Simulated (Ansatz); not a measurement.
```
CELL_PARAMETERS angstrom
      0.00000     2.72756     2.72756
      2.72756     0.00000     2.72756
      2.72756     2.72756     0.00000
ATOMIC_POSITIONS crystal
  Ca 0.00000 0.00000 0.00000
```

Q: List the harmonic phonon frequencies (cm⁻¹; finite displacements on a 6×6×6 mesh, DFT at the PBEsol level (Ansatz, a first-principles code), k mesh 12×12×12, methfessel-paxton smearing of 0.15 eV) at q = (0.167, 0.333, -0.333), (0.167, -0.500, -0.333), (0.000, 0.333, 0.333), in fractions of this cell's reciprocal vectors. At Γ leave out the LO-TO shift.

A: 
- (0.167, 0.333, -0.333): 102, 138, 154
- (0.167, -0.500, -0.333): 116, 142, 162
- (0.000, 0.333, 0.333): 113, 113, 144
